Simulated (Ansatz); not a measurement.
Consider WC (space group P-6m2, No. 187; relaxed with 0.1 eV smearing).

```
WC
1.0
    2.89911     0.00000     0.00000
   -1.44955     2.51070     0.00000
    0.00000     0.00000     2.82680
W C
1 1
Cartesian
  0.00000   0.00000   0.00000
  0.00000   1.67380   1.41340
```

Cartesian axes are those of the cell as printed.

Computed with PBEsol (Ansatz, a quantum-chemistry and plane-wave program, PAW, without spin-orbit coupling).

Now apply this change: every lattice vector is stretched by 2.50 %, atoms relaxed at fixed cell.

**Question.** Predict the stress tensor and what it implies for the stiffness.

**Answer.** Stress of the strained cell less that of the base (GPa, compression positive):
```
  -24.5     0.0     0.0
    0.0   -24.5     0.0
    0.0     0.0   -28.8
```

Then B = −ΔP/(ΔV/V₀) with ΔV/V₀ = 0.0769 gives secant stiffness values (nonlinear terms included at this strain): B (at held cell shape, above the free-shape value) ≈ 337 GPa.

As a check, the harmonic strain energy −½ V₀ Δσ:ε is 62 meV/atom; the computed energy rise is 68 meV/atom.

Stability against distortions was not tested. All final runs are without spin polarisation.
